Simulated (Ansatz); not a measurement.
Base system: CuI in the wurtzite structure (space group P6_3mc, No. 186; a = 4.187 Å, c = 6.898 Å). Axes: x lies along a and z along c of the hexagonal cell.

One thing is altered: compressive biaxial strain of 0.51 % in the plane normal to [001], as in epitaxy on a mismatched substrate; the out-of-plane cell vector and the atoms relax.

Levels (all Ansatz, an electronic-structure program, PAW): PBEsol (420 eV, no SOC); HSE06 (420 eV, no SOC).

The geometry is relaxed with PBEsol.

- PBEsol band gap = 1.22 eV

Question: Predict the band gap from HSE06.

Answer: The band gap increases by 1.58 eV (1.22 eV → 2.80 eV).

Single points use the geometry relaxed with PBEsol. With I present, leaving out spin-orbit coupling can change the band edges. Stability against distortions was not tested. The final runs are not spin-polarised. This is not the structure that CuI has at room temperature and ambient pressure.
